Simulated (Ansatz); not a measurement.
## A constructed model of the (111) surface of fcc Pt, a pseudomorphic layer of Ge in the host's stacking (bottom of the slab: a bare face, its two planes held)

Level of theory: PBE (plane waves to 420 eV, PAW; Ansatz, an electronic-structure program).

Model: 7-atom slab, 13.6 Å thick at the start, 15x15x1 mesh, Fermi-Dirac 0.1 eV, dipole correction, 2 atoms held, the rest relaxed; held to the start's symmetry, so lower structures may exist; no spin, no spin-orbit, no U. It is one candidate, not shown to be the stable structure of the face.

* **work function of the top face**: 4.41 eV
* **energy released by relaxation**: 0.023 eV
* **cost**: very roughly 2.9 core-minutes
